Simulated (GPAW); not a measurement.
## Pressure against volume in fcc Ir (space group 225) (GPAW, PBE)

```
Ir
1.0
    0.00000     1.88586     1.88586
    1.88586     0.00000     1.88586
    1.88586     1.88586     0.00000
Ir
1
Direct
  0.00000   0.00000   0.00000
```

Method: PBE, GPAW PAW datasets PBE (gpaw-data 1.0.1) (plane waves; GPAW). Settings: mode = pw; ecut = 585 eV; xc = PBE; kpts = 26 26 26; mesh shift (steps) = 0 0 0; occupations.name = fermi-dirac; occupations.width = 0.05 eV; nbands = -9; convergence.density = 1e-05 e/electron; convergence.energy = 1e-05 eV/electron; symmetry.symmorphic = false; symmetry.tolerance = 0.0005; maxiter = 150. The cell above is the first row's. The rows scale it uniformly. In all rows the k mesh is held.

| V (Å^3/atom) | P (GPa) |
|---|---|
| 13.414 | ? |
| 13.706 | 21.05 |
| 13.997 | 11.99 |
| 14.289 | 3.97 |
| 14.580 | -3.12 |
| 14.872 | -9.40 |
| 15.164 | -14.93 |
| 15.455 | -19.81 |
| 15.747 | -24.10 |

Fit P against V with a cubic, and predict the withheld value at V = 13.414.

With u = V - 14.7, the rows have u = -0.9940, -0.7030, -0.4110, -0.1200, 0.1720, 0.4640, 0.7550, 1.0470. Least squares gives P = -5.802 - 21.7286·u + 4.6980·u² - 0.6148·u³. Residuals (row less fit): 0.008, -0.019, 0.005, 0.006, 0.003, 0.004, -0.016, 0.007; standard error 0.014 (degrees of freedom: 4). The fitted pressure is zero at V0 = 14.45, where dP/dV = -24.22, so B0 = -V0·dP/dV = 350 GPa. At the withheld row, u = -1.2860, so P = -5.802 - 21.7286 × (-1.2860) + 4.6980 × (-1.2860)² - 0.6148 × (-1.2860)³ = 31.218 GPa. The calculation gives 31.29 GPa, 0.072 GPa above the prediction (0.1 % of the range of P in the table). The row lies outside the fitted rows, so this is an extrapolation. From the scatter of the fitted rows alone, a prediction at this place has a standard error of 0.038 GPa, so the miss is 1.9 times that.

Carrying the step between the two nearest rows on in a straight line would have given 30.14, off by 1.15; series whose last step already gives the withheld value aren't shown. The scan was laid around a cell of about the measured size, scaled by a guess for this functional. Spin polarisation is off. Spin-orbit coupling is off. Cutoffs and mesh are single choices, not tested for convergence of this quantity. Series with a scatter that would blur these digits, or in which a gap closes, are not shown.
